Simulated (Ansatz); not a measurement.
# Ag: stress against strain

Ag (fcc, Fm-3m, 16.010 Å³/atom at rest) under an equal strain ε in the (001) plane with the normal axis free, as in a coherent film. LDA in Ansatz, a plane-wave DFT program (PAW, default set), 420 eV, 28×28×28 Γ-centred mesh, Fermi-Dirac smearing 0.10 eV; ions are relaxed within the symmetry of each cell. Stress is positive for a compressed cell.

Here s stands for strain and y for stress xx.

```csv
strain (%),stress xx (GPa)
-3.00,?
-1.50,1.94
-1.00,1.23
-0.50,0.59
0.00,0.00
0.50,-0.52
1.00,-0.96
1.50,-1.34
```

The 7 complete rows are fitted with a straight line, y against s. Means: s 0, y 0.134. About the means, the sum of products is -7.6650 and the sum of squares of s is 7.0000; the slope is their ratio. Least squares gives y = 0.134 - 1.0950·s. Residuals (row less fit): 0.163, 0.001, -0.092, -0.134, -0.107, 0.001, 0.169; standard error 0.136 (degrees of freedom: 5). The slope gives the biaxial elastic modulus of this plane = 110 ± 5 GPa.

**Question.** What does the fit predict for y at s = -3.00, and how far is the calculated value from it?

**Answer.** y = 0.134 - 1.0950 × (-3.0) = 3.419 GPa. The calculation gives 4.44 GPa, 1.021 GPa above the prediction (17.7 % of the range of y in the table). The row lies outside the fitted rows, so this is an extrapolation. From the scatter of the fitted rows alone, a prediction at this place has a standard error of 0.212 GPa, so the miss is 4.8 times that.

One order more, fitted to all 13 runs of the series, follows each within 0.01, so the miss is the next term of a smooth law. In a metal these values are sensitive to mesh and smearing; energies are taken to zero smearing, stresses follow the free energy. Rows are the converged runs of the series near zero and its far end; series whose fitted rows scatter by over a few per cent of the range, as at a crossing or softening among them, aren't shown in this form. Most that stay on the fit to the last digits aren't either.
